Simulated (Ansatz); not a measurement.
## AlN: Al → Ga

Consider AlN in the zinc blende structure (space group F-43m, No. 216; a = 4.370 Å).

Modification: Ga takes the place of Al on all its sites; the structure is relaxed again.

The values are results of Ansatz (a first-principles code) r2SCAN, scalar-relativistic without spin-orbit coupling, earlier PAW set, not measurements. Settings: 13×13×13 k-points, 0.05 eV Fermi–Dirac smearing.

| quantity | base | changed | shift |
|---|---|---|---|
| volume per atom | 10.43 Å³ | 11.38 Å³ | +0.95 Å³ |
| band gap | 3.93 eV | 2.17 eV | -1.765 eV |
| gap character | indirect, Γ → X | direct at Γ | – |
| width of the top valence band | 2.68 eV | 3.72 eV | +1.04 eV |
| electron mass | 0.51 mₑ along k, 0.33 mₑ across (at X) | 0.17 mₑ (at Γ) | – |
| hole mass (degenerate bands, along [100]) | – | 0.18, 0.86, 0.86 mₑ (at Γ) | – |

Effective masses come from finite differences of ±0.01 Å⁻¹. Along k means along the line from Γ to the band edge. Whether these cells are dynamically stable was not tested. This is not the structure that GaN has at room temperature and ambient pressure. This is not the structure that AlN has at room temperature and ambient pressure.
